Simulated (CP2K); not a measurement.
Input and output of a relaxation of cell and atoms for BaMg₆W (P4/mmm, 8 atoms in the cell) (CP2K).

Method of the run: LDA (Pade form), GPW, DZVP-MOLOPT-SR-GTH basis, GTH-PADE potentials (GTH_POTENTIALS) (CP2K).

```
BaMg6W
1.0
    6.66290     0.00000     0.00000
    0.00000     6.66290     0.00000
    0.00000     0.00000     4.35240
Ba Mg W
1 6 1
Direct
  0.00000   0.00000   0.50000
  0.00000   0.50000   0.50000
  0.50000   0.00000   0.50000
  0.71138   0.28862   0.00000
  0.28862   0.71138   0.00000
  0.71138   0.71138   0.00000
  0.28862   0.28862   0.00000
  0.50000   0.50000   0.50000
```

Reference input (self-consistent single point, DFT LDA (Pade form), GPW, DZVP-MOLOPT-SR-GTH basis, GTH-PADE potentials (GTH_POTENTIALS)): CUTOFF = 1000 Ry; REL_CUTOFF = 50 Ry; SMEAR/METHOD = FERMI_DIRAC; ELECTRONIC_TEMPERATURE = 1160.45 K; KPOINTS/SCHEME = MONKHORST-PACK 3 3 5; XC_FUNCTIONAL = PADE; Ba/BASIS_SET = DZVP-MOLOPT-SR-GTH-q10; Ba/POTENTIAL = GTH-PADE-q10; Mg/BASIS_SET = DZVP-MOLOPT-SR-GTH-q10; Mg/POTENTIAL = GTH-PADE-q10; W/BASIS_SET = DZVP-MOLOPT-SR-GTH-q14; W/POTENTIAL = GTH-PADE-q14. This run's input differs from it in these lines:

```diff
@@ -2,3 +2,3 @@
   PROJECT bamg6w
-  RUN_TYPE ENERGY_FORCE
+  RUN_TYPE CELL_OPT
   PRINT_LEVEL MEDIUM
@@ -14,2 +14,3 @@
       EPS_DEFAULT 1E-10
+      EXTRAPOLATION USE_GUESS
     &END QS
@@ -22,3 +23,3 @@
       SCF_GUESS ATOMIC
-      EPS_SCF 1E-6
+      EPS_SCF 1E-7
       MAX_SCF 100
@@ -98,2 +99,20 @@
 &END FORCE_EVAL
+&MOTION
+  &CELL_OPT
+    OPTIMIZER BFGS
+    MAX_ITER 60
+    MAX_FORCE 4E-4
+    RMS_FORCE 3E-4
+    EXTERNAL_PRESSURE [GPa] 0
+    PRESSURE_TOLERANCE [bar] 200
+  &END CELL_OPT
+  &PRINT
+    &CELL ON
+    &END CELL
+    &RESTART OFF
+    &END RESTART
+    &RESTART_HISTORY OFF
+    &END RESTART_HISTORY
+  &END PRINT
+&END MOTION
```

Output (repeated stretches shortened):

```
 SCF WAVEFUNCTION OPTIMIZATION

  Step     Update method      Time    Convergence         Total energy    Change
     1 NoMix/Diag. 0.20E+00      -     1.66760941      -474.1266476071 -4.74E+02
     2 Broy./Diag. 0.20E+00      -     0.03627159      -473.3612645764  7.65E-01
     3 Broy./Diag. 0.20E+00      -     0.12003814      -473.0193205922  3.42E-01
     4 Broy./Diag. 0.20E+00      -     0.07108388      -472.8160639272  2.03E-01
     5 Broy./Diag. 0.20E+00      -     0.03111508      -472.4433835739  3.73E-01
     6 Broy./Diag. 0.20E+00      -     0.01200870      -472.5940481179 -1.51E-01
   [... 14 lines left out ...]
    21 Broy./Diag. 0.20E+00      -     0.00000019      -472.6164086288  2.13E-06
    22 Broy./Diag. 0.20E+00      -     0.00000018      -472.6164047167  3.91E-06
    23 Broy./Diag. 0.20E+00      -     0.00000011      -472.6164051116 -3.95E-07
    24 Broy./Diag. 0.20E+00      -     0.00000007      -472.6164062313 -1.12E-06
  *** SCF run converged in    24 steps ***

  Overlap energy of the core charge distribution:               0.00000000000000
  Self energy of the core charge distribution:               -956.98690362265620
  Core Hamiltonian energy:                                    275.85585140653228
  Hartree energy:                                             269.91138826657328
  Exchange-correlation energy:                                -61.39030905592822
  Electronic entropic energy:                                  -0.00643322568567
  Fermi energy:                                                 0.22318645331632

  Total energy:                                              -472.61640623127130
  Total energy (extrapolated to T->0):                       -472.61318961842846

                     Mulliken Population Analysis

   [... lines left out ...]
  Fermi energy:                                                 0.22375238841621
  Total energy:                                              -472.61656837517990
 OPT| Pressure deviation [bar]                                 -11661.7711043014
 OPT| Pressure tolerance [bar]                                    200.0000000000
 OPT| Pressure is converged                                                   NO
  Fermi energy:                                                 0.23157265032834
  Total energy:                                              -472.61741355982269
 OPT| Pressure deviation [bar]                                    -14.0050569391
 OPT| Pressure tolerance [bar]                                    200.0000000000
 OPT| Pressure is converged                                                  YES
   [... lines left out ...]
       6     Mg       2         10.000436                             -0.000436
       7     Mg       2         10.000436                             -0.000436
       8     W        3         14.892434                             -0.892434
 # Total charge                             84.000000                  0.000000

 ENERGY| Total FORCE_EVAL ( QS ) energy [hartree]           -472.617413559822694
```

The run converged. 

Summary of the result:
- Free energy E − TS = -12860.5750 eV
- Fermi level (on the code's own zero) = 6.30 eV
- Pressure = 0.00 GPa
- Final cell = a = b = 6.669 Å, c = 4.230 Å, α = β = γ = 90.00°
- Final volume per atom = 23.52 Å³
- Relaxation steps = 14

The starting cell comes from a database of computed structures (which also holds hypothetical and non-ambient phases and stackings), without a prior relaxation at this level. Its lattice was rescaled by a random factor within 2.5 % of one. Spin polarisation is off. Values carry the incompleteness of an atom-centred basis.

Cost on one core of a shared machine: roughly 9 min.
